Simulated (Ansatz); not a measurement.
# Au, response to strain

Start from Au in the fcc (Cu type) structure (space group Fm-3m, No. 225; a = 4.0477 Å; relaxed with 0.1 eV smearing). Axes: x, y, z lie along the cube axes.

Strains are applied to the cell and any free atomic positions relax; under biaxial strain the out-of-plane vector relaxes too.

Method: plane-wave PAW DFT at the LDA level (Ansatz, a quantum-chemistry and plane-wave program, 420 eV), scalar-relativistic without spin-orbit coupling.

Notes on the quantities. energy relative to the base: free energy F.

```tsv
change	ratio −ε⊥/ε∥	energy relative to the base
base	–	0 meV/atom
biaxial strain −3.00 %, plane normal [001], relaxed out of plane	1.72	+10 meV/atom
biaxial strain −2.50 %, plane normal [001], relaxed out of plane	1.72	+6.9 meV/atom
biaxial strain −2.00 %, plane normal [001], relaxed out of plane	1.72	+4.2 meV/atom
biaxial strain −1.50 %, plane normal [001], relaxed out of plane	1.72	(withheld)
biaxial strain −1.00 %, plane normal [001], relaxed out of plane	1.71	+1.0 meV/atom
biaxial strain +1.50 %, plane normal [001], relaxed out of plane	1.73	+1.7 meV/atom
biaxial strain +2.00 %, plane normal [001], relaxed out of plane	1.74	+2.7 meV/atom
biaxial strain +2.50 %, plane normal [001], relaxed out of plane	1.76	+3.7 meV/atom
biaxial strain +3.00 %, plane normal [001], relaxed out of plane	1.76	+4.9 meV/atom
```

Q: What belongs in the blanks?

A: 
- biaxial strain −1.50 %, plane normal [001], relaxed out of plane, energy relative to the base: +2.3 meV/atom

Stability against distortions was not tested.
